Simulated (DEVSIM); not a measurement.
Structure: abrupt Si n-p junction, at 300 K.

| layer (left to right) | material | thickness (μm) | Nd (cm⁻³) | Na (cm⁻³) | τn (s) | τp (s) |
|---|---|---|---|---|---|---|
| 1 | Si | 0.340 | 7.7e18 | - | 1e-7 | 1e-7 |
| 2 | Si | 0.640 | - | 1e17 | 1e-7 | 1e-7 |

Left contact: ohmic. Right contact: ohmic. Voltage is applied to the left contact. Recombination: SRH at mid-gap. Mobility is constant in doping.

This is a model device: material constants are rounded textbook-type values typed into the input, and sizes, dopings and lifetimes were drawn at random. Values at 300 K.

| parameter | Si |
|---|---|
| gap (eV) | 1.124 |
| affinity (eV) | 4.05 |
| permittivity | 11.7 |
| Nc (cm⁻³) | 2.86e19 |
| Nv (cm⁻³) | 3.1e19 |
| μn (cm²/Vs) | 1417 |
| μp (cm²/Vs) | 470 |

DEVSIM, 1D drift-diffusion, Boltzmann statistics, complete ionisation; no tunnelling, impact ionisation, image-force lowering or self-heating.

Tabulate band edges, carrier densities and field at zero bias.

Energies count from the Fermi level of the right contact; mesh points crowd at the junctions.

```json
[
 {"x (μm)": "0.000", "Ec (eV)": "0.034", "Ev (eV)": "-1.090", "n (cm⁻³)": "7.7e18", "p (cm⁻³)": "< 1e2", "field (V/cm)": "≈ 0"},
 {"x (μm)": "0.01318", "Ec (eV)": "0.034", "Ev (eV)": "-1.090", "n (cm⁻³)": "7.7e18", "p (cm⁻³)": "< 1e2", "field (V/cm)": "≈ 0"},
 {"x (μm)": "0.03253", "Ec (eV)": "0.034", "Ev (eV)": "-1.090", "n (cm⁻³)": "7.7e18", "p (cm⁻³)": "< 1e2", "field (V/cm)": "≈ 0"},
 {"x (μm)": "0.06094", "Ec (eV)": "0.034", "Ev (eV)": "-1.090", "n (cm⁻³)": "7.7e18", "p (cm⁻³)": "< 1e2", "field (V/cm)": "≈ 0"},
 {"x (μm)": "0.1171", "Ec (eV)": "0.034", "Ev (eV)": "-1.090", "n (cm⁻³)": "7.7e18", "p (cm⁻³)": "< 1e2", "field (V/cm)": "≈ 0"},
 {"x (μm)": "0.1834", "Ec (eV)": "0.034", "Ev (eV)": "-1.090", "n (cm⁻³)": "7.7e18", "p (cm⁻³)": "< 1e2", "field (V/cm)": "≈ 0"},
 {"x (μm)": "0.2423", "Ec (eV)": "0.034", "Ev (eV)": "-1.090", "n (cm⁻³)": "7.7e18", "p (cm⁻³)": "< 1e2", "field (V/cm)": "≈ 0"},
 {"x (μm)": "0.2910", "Ec (eV)": "0.034", "Ev (eV)": "-1.090", "n (cm⁻³)": "7.7e18", "p (cm⁻³)": "< 1e2", "field (V/cm)": "≈ 0"},
 {"x (μm)": "0.3156", "Ec (eV)": "0.034", "Ev (eV)": "-1.090", "n (cm⁻³)": "7.7e18", "p (cm⁻³)": "< 1e2", "field (V/cm)": "≈ 0"},
 {"x (μm)": "0.3323", "Ec (eV)": "0.034", "Ev (eV)": "-1.090", "n (cm⁻³)": "7.6e18", "p (cm⁻³)": "< 1e2", "field (V/cm)": "2700"},
 {"x (μm)": "0.3442", "Ec (eV)": "0.152", "Ev (eV)": "-0.972", "n (cm⁻³)": "7.8e16", "p (cm⁻³)": "1500", "field (V/cm)": "160000"},
 {"x (μm)": "0.3653", "Ec (eV)": "0.449", "Ev (eV)": "-0.675", "n (cm⁻³)": "8.2e11", "p (cm⁻³)": "1.4e8", "field (V/cm)": "120000"},
 {"x (μm)": "0.3916", "Ec (eV)": "0.723", "Ev (eV)": "-0.401", "n (cm⁻³)": "2.0e7", "p (cm⁻³)": "5.8e12", "field (V/cm)": "84000"},
 {"x (μm)": "0.4315", "Ec (eV)": "0.936", "Ev (eV)": "-0.188", "n (cm⁻³)": "5400", "p (cm⁻³)": "2.2e16", "field (V/cm)": "25000"},
 {"x (μm)": "0.5209", "Ec (eV)": "0.976", "Ev (eV)": "-0.148", "n (cm⁻³)": "1200", "p (cm⁻³)": "1.0e17", "field (V/cm)": "43"},
 {"x (μm)": "0.6272", "Ec (eV)": "0.976", "Ev (eV)": "-0.148", "n (cm⁻³)": "1200", "p (cm⁻³)": "1.0e17", "field (V/cm)": "≈ 0"},
 {"x (μm)": "0.7402", "Ec (eV)": "0.976", "Ev (eV)": "-0.148", "n (cm⁻³)": "1200", "p (cm⁻³)": "1.0e17", "field (V/cm)": "≈ 0"},
 {"x (μm)": "0.8305", "Ec (eV)": "0.976", "Ev (eV)": "-0.148", "n (cm⁻³)": "1200", "p (cm⁻³)": "1.0e17", "field (V/cm)": "≈ 0"},
 {"x (μm)": "0.9063", "Ec (eV)": "0.976", "Ev (eV)": "-0.148", "n (cm⁻³)": "1200", "p (cm⁻³)": "1.0e17", "field (V/cm)": "≈ 0"},
 {"x (μm)": "0.9401", "Ec (eV)": "0.976", "Ev (eV)": "-0.148", "n (cm⁻³)": "1200", "p (cm⁻³)": "1.0e17", "field (V/cm)": "≈ 0"},
 {"x (μm)": "0.9625", "Ec (eV)": "0.976", "Ev (eV)": "-0.148", "n (cm⁻³)": "1200", "p (cm⁻³)": "1.0e17", "field (V/cm)": "≈ 0"},
 {"x (μm)": "0.9800", "Ec (eV)": "0.976", "Ev (eV)": "-0.148", "n (cm⁻³)": "1200", "p (cm⁻³)": "1.0e17", "field (V/cm)": "≈ 0"}
]
```
